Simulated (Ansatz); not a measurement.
The reference is CdSe in the zinc blende structure (space group F-43m, No. 216; a = 6.133 Å). Axes: x, y, z lie along the cube axes.

Computed with r2SCAN/PAW in Ansatz (a quantum-chemistry and plane-wave program), without spin-orbit coupling, earlier PAW set.

For the base:

| Item | Value |
|---|---|
| Gap character | direct at Γ |
| Valence-band top at Γ | 0.00, 0.00, 0.00 eV |
| Band gap | 1.03 eV |

Perturbation: tensile biaxial strain of 0.71 % in the plane normal to [110], as in epitaxy on a mismatched substrate; the out-of-plane cell vector and the atoms relax.

Question: What happens to the gap character?

Answer: The gap character remains direct at Γ.

Question: Predict the new valence-band top at Γ.

Answer: The valence-band top at Γ (three highest levels, from the VBM) goes from 0.00, 0.00, 0.00 eV to 0.00, -0.05, -0.06 eV.

Question: Predict the new out-of-plane strain.

Answer: The out-of-plane strain comes out as -0.69 %.

Question: How does this affect the band gap?

Answer: The band gap decreases by 0.056 eV to 0.98 eV.

A biaxial case was relaxed in a doubled cell and then solved in the primitive one. Stability against distortions was not tested. k-point labels follow each cell's own Brillouin zone.
